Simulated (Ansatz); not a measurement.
Consider the following.

```
Rh
1.0
    0.00000     1.89725     1.88344
    1.89725     0.00000     1.88344
    1.89725     1.89725     0.00000
Rh
1
Direct
  0.00000   0.00000   0.00000
```

Level of theory: PBEsol, rigid bands (plane waves, PAW, scalar-relativistic; Ansatz, a quantum-chemistry and plane-wave program). Condition of this run: biaxial stress xx = yy = -2 GPa (compression positive) (the target of the relaxation). Cell: cell and atoms relaxed with PBEsol, then loaded as said.

Q: For narrow interconnects the product ρ₀λ of bulk resistivity and mean free path ranks metals, the lower the better. What is it here?

A: 3.3 ×10⁻¹⁶ Ω·m².

Q: And the Drude plasma energy and the root-mean-square Fermi velocity at 300 K?

A: 10.2 eV; 6.6e5 m/s.

A metal at this level (no band gap); rigid bands, thermally averaged at 300 K, both spins. Spin-orbit coupling is left out. τ is one relaxation time for all states; the product of resistivity and mean free path takes one path for all states instead.
